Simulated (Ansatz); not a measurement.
Consider BAs in the zinc blende structure (space group F-43m, No. 216; a = 4.768 Å). Axes: x, y, z lie along the cube axes.

Now apply this change: compressive biaxial strain of 4.42 % in the plane normal to [111], as in epitaxy on a mismatched substrate; the out-of-plane cell vector and the atoms relax.

Levels (all Ansatz, a program for electronic structure, PAW): PBEsol (420 eV, without spin-orbit coupling); r2SCAN (500 eV, spin-orbit coupling left out).

The geometry is relaxed with PBEsol.

| Quantity | Value |
|---|---|
| PBEsol width of the top valence band | 5.96 eV |
| PBEsol smallest direct gap | 2.32 eV |
| PBEsol lowest conduction level above the VBM at special points | F 0.58 eV; S₀ 1.33 eV; S₂ 1.33 eV; Γ 2.32 eV |

With r2SCAN at the same geometry, the width of the top valence band increases by 0.23 eV, from 5.96 eV to 6.19 eV; the smallest direct gap increases by 0.17 eV, from 2.32 eV to 2.49 eV; the lowest conduction level above the VBM at special points changes from F 0.58 eV; S₀ 1.33 eV; S₂ 1.33 eV; Γ 2.32 eV to F 0.86 eV; S₀ 1.64 eV; S₂ 1.64 eV; Γ 2.49 eV.

Single points use the geometry relaxed with PBEsol. Stability against distortions was not tested. Labels are those of the standard path for the cell's own space group.
